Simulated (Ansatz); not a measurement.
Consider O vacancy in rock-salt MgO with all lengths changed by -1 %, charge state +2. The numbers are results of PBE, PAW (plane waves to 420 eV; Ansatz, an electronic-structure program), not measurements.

Cell of 64 host sites held at the strained lattice (strain from the relaxed PBE one, atoms relaxed); a 2×2×2 k-point mesh shifted by half a step; Fermi-Dirac width 0.01 eV, spin-restricted; finite-size errors left in. Static, classical nuclei. The charge state is imposed; whether it is stable for some Fermi level was not computed. Forms of the defect that were not tried may lie lower.

Relaxed starting cell (atoms counted from 1):

```xyz
63
Lattice="8.4222 0.0000 0.0000 0.0000 8.4222 0.0000 0.0000 0.0000 8.4222" Properties=species:S:1:pos:R:3 pbc="T T T"
Mg    -0.1703    -0.0005     0.0085
Mg    -0.0273    -0.0008     4.2200
Mg    -0.0273     4.2099     0.0087
Mg    -0.0176     4.2102     4.2198
Mg     4.3663    -0.0011     0.0089
Mg     4.2232    -0.0008     4.2197
Mg     4.2232     4.2107     0.0087
Mg     4.2136     4.2103     4.2198
O      2.0979    -0.0007     4.2199
O      2.0979     4.2103     0.0089
O      2.0979     4.2103     4.2200
O      6.3091    -0.0008     0.0089
O      6.3090    -0.0008     4.2197
O      6.3091     4.2103     0.0087
O      6.3090     4.2103     4.2198
Mg    -0.0081     2.1052     2.1146
Mg    -0.0079     2.1051     6.3248
Mg    -0.0081     6.3154     2.1146
Mg    -0.0080     6.3153     6.3249
Mg     4.2039     2.1051     2.1146
Mg     4.2038     2.1053     6.3249
Mg     4.2040     6.3155     2.1147
Mg     4.2038     6.3154     6.3249
O      2.0980     2.0555     2.0651
O      2.0979     2.0553     6.3748
O      2.0980     6.3649     2.0653
O      2.0979     6.3653     6.3748
O      6.3090     2.0923     2.1019
O      6.3092     2.0925     6.3378
O      6.3089     6.3282     2.1020
O      6.3091     6.3282     6.3378
Mg     2.0979    -0.0009     2.2769
Mg     2.0981    -0.0008     6.1627
Mg     2.0980     4.2105     2.1340
Mg     2.0979     4.2102     6.3056
Mg     6.3093    -0.0007     2.1339
Mg     6.3088    -0.0009     6.3055
Mg     6.3091     4.2103     2.1244
Mg     6.3090     4.2102     6.3153
O      0.0417    -0.0008     2.0649
O      0.0415    -0.0007     6.3744
O      0.0047     4.2103     2.1019
O      0.0049     4.2104     6.3378
O      4.1541    -0.0008     2.0649
O      4.1545    -0.0008     6.3745
O      4.1911     4.2102     2.1020
O      4.1911     4.2103     6.3378
Mg     2.0983     2.2674     0.0090
Mg     2.0980     2.1244     4.2195
Mg     2.0977     6.1532     0.0086
Mg     2.0979     6.2961     4.2196
Mg     6.3087     2.1245     0.0087
Mg     6.3091     2.1148     4.2198
Mg     6.3093     6.2961     0.0086
Mg     6.3091     6.3058     4.2199
O      0.0417     2.0556     0.0088
O      0.0048     2.0924     4.2198
O      0.0416     6.3652     0.0088
O      0.0048     6.3283     4.2198
O      4.1544     2.0555     0.0086
O      4.1911     2.0923     4.2200
O      4.1542     6.3650     0.0088
O      4.1910     6.3282     4.2199
```
Cell charge +2.

End state 1 differs by these moves (Å; atoms that move under 0.08 Å are left out):

```json
[
 {"atom": "1", "element": "Mg", "Δx": "0.16", "Δy": "0.00", "Δz": "0.00"},
 {"atom": "5", "element": "Mg", "Δx": "-0.16", "Δy": "0.00", "Δz": "0.00"},
 {"atom": "19", "element": "Mg", "Δx": "-0.16", "Δy": "0.00", "Δz": "0.00"},
 {"atom": "23", "element": "Mg", "Δx": "0.16", "Δy": "0.00", "Δz": "0.00"},
 {"atom": "27", "element": "O", "Δx": "0.00", "Δy": "2.01", "Δz": "2.01"},
 {"atom": "32", "element": "Mg", "Δx": "0.00", "Δy": "0.02", "Δz": "-0.16"},
 {"atom": "33", "element": "Mg", "Δx": "0.00", "Δy": "0.16", "Δz": "0.16"},
 {"atom": "35", "element": "Mg", "Δx": "0.00", "Δy": "-0.16", "Δz": "0.02"},
 {"atom": "48", "element": "Mg", "Δx": "0.00", "Δy": "-0.16", "Δz": "0.02"},
 {"atom": "50", "element": "Mg", "Δx": "0.00", "Δy": "0.16", "Δz": "0.16"},
 {"atom": "51", "element": "Mg", "Δx": "0.00", "Δy": "0.02", "Δz": "-0.16"}
]
```

**Question.** Give the forward and backward barriers to end state 1 at the level PBE, PAW.

**Answer.** forward 2.29 eV, backward 2.29 eV; at the saddle point atom 27 has neighbours 2 Mg at 1.80 Å. The saddle point's order was not checked, and it lies on a symmetry element of the cell, where a band can be held.
